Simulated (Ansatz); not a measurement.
Hypothetical fluorite ZrSe2, element substitutions

Take ZrSe2 in the fluorite structure (space group Fm-3m, No. 225; a = 6.5076 Å; a hypothetical phase, not in the database extracts checked) as the base.

Each row replaces one element on all its sites; cell and atoms are relaxed.

Computed with PBEsol/PAW in Ansatz (a program for electronic structure), no spin-orbit coupling, earlier PAW set.

```tsv
case	shortest interatomic distance	density
base	2.818 Å	6.00 g/cm³
Se → Ru	2.607 Å	8.92 g/cm³
Se → Ge	2.765 Å	6.03 g/cm³
Se → W	[?]	[?]
```

Problem. What belongs in the blanks?

Solution. 
- Se → W, shortest interatomic distance: 2.699 Å
- Se → W, density: 12.59 g/cm³

Stability against distortions was not tested. As relaxed here, ZrRu2, ZrGe2 and ZrW2 are hypothetical phases, not in the database extracts checked. The final runs are not spin-polarised. ZrGe2 has a high density of states at the Fermi level and may be magnetic at this level.
